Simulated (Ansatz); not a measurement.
**W₃N₄ (space group Pm-3m, No. 221)**

```xyz
7
Lattice="4.2154 0.0000 0.0000 0.0000 4.2154 0.0000 0.0000 0.0000 4.2154" Properties=species:S:1:pos:R:3 pbc="T T T"
N      2.1077     2.1077     2.1077
N      2.1077     0.0000     0.0000
N      0.0000     2.1077     0.0000
N      0.0000     0.0000     2.1077
W      2.1077     2.1077     0.0000
W      0.0000     2.1077     2.1077
W      2.1077     0.0000     2.1077
```

The values are results of Ansatz (an electronic-structure program) PBE, scalar-relativistic without spin-orbit coupling, not measurements. Settings: 11×11×11 k-points, 0.05 eV Fermi–Dirac smearing.

```yaml
volume_per_atom: 10.70 Å³
density: 13.47 g/cm³
band_gap: zero
total_energy: -4670.118 eV/atom (σ→0; compares only within this code and set-up)
```

Stability against distortions was not tested. The final runs are not spin-polarised.
